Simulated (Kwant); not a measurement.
Device: wire with one Gaussian impurity in a InAs two-dimensional gas. Effective mass 0.023 mₑ, grid spacing 2.7 nm, hard walls, nominal width 80 nm (29 grid rows, so walls 81 nm apart), one parabolic valley, scattering region 240 nm long along x; energies count from the band bottom; Fermi energy swept from 0.0020436 to 0.043427 eV. Impurity U exp(−r²/2σ²), U = 0.12 eV, σ = 6.5 nm, 16 nm off the axis.

The device is made up for the run: typed textbook-type constants, with dimensions and the other settings drawn at random.

Kwant, effective-mass tight-binding model on a square grid, one spin, coherent transport at 0 K. Conductance is in e²/h.

Density of the scattering states that come in from the left lead, at energy = 0.022909 eV, in bins, relative to the largest site value (x marks bins outside the device):

```
|01111221111111110000000000000000000000000000|
|23455665554554432211000000000000000000000000|
|34578888766776654321000000000000000000000000|
|34679999777787654431000000000000000000000000|
|23457776544566543331000000000000000000000000|
|12234554322344322221000000000000000000000000|
|11112222100122111121000000000000000000000000|
|11100111111121100121000000000000000000000000|
|22222233444443211222100000000000000000000000|
|34444456676655322232100000000000000000000000|
|45677678999876533333210000000000000000000000|
|45677777898776543332211000000000000000000000|
|34566555666554432222111000000000000000000000|
|12344322344322221111110000000000000000000000|
|00122100111100011000000000000000000000000000|
|10022211122211111110000000000000000000000000|
|21134433444432222111111100000000000000000000|
|32345666677654433221111111000000000000000000|
|44467888999876544322111111000000000000000000|
|43456788888865543322111100000000000000000000|
|22344556666554332211110000000000000000000000|
|00111112222111110000000000000000000000000000|
```
Scale: ten equal steps from 0.002 (start of '0') to 0.968 (end of '9'), in the order '0123456789'; x runs from -116 to 116, y from -36.1 (bottom) to 36.1 (top).

The conductance there is 1.28 e²/h with 3 open channel(s) in the leads.
